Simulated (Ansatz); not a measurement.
Consider Rb in the bcc (W type) structure (space group Im-3m, No. 229; a = 5.575 Å).

Level of theory: PBEsol (Ansatz, a first-principles code), scalar-relativistic without spin-orbit coupling.

For the base:

* **Lattice parameter a**: 5.575 Å

The change: every Rb is replaced by K; the structure is relaxed again.

**Question.** What happens to the lattice parameter a?

**Answer.** The lattice parameter a falls by 0.361 Å to 5.214 Å.

Whether these cells are dynamically stable was not tested. All final runs are without spin polarisation.
